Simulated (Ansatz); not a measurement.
Take SiC (space group P6_3mc, No. 186; a = 3.0781 Å, c = 10.0762 Å) as the base.

All numbers come from Kohn–Sham DFT with the PBEsol functional, run in Ansatz (an electronic-structure program) with PAW and 420 eV plane waves, without spin-orbit coupling, earlier PAW set.

Before the change:

The gap between the host's bands comes out as 2.12 eV.

It is then changed as follows: electron doping at 7.0×10^21 cm⁻³ (0.579 per cell), with a uniform compensating background at fixed cell and a 300 K Fermi–Dirac width.

Q: Predict the new gap between the host's bands.

A: The gap between the host's bands drops by 0.05 eV to 2.07 eV.

Q: What happens to the Fermi level from band edge?

A: The Fermi level relative to the doped band's edge (positive inside the band; to 0.05 eV) amounts to +0.80 eV.

Charged cell with a jellium background: band edges are those of the host's band count, energies are not comparable with the neutral cell, and many-body gap narrowing is missing. No phonon test of stability was made.
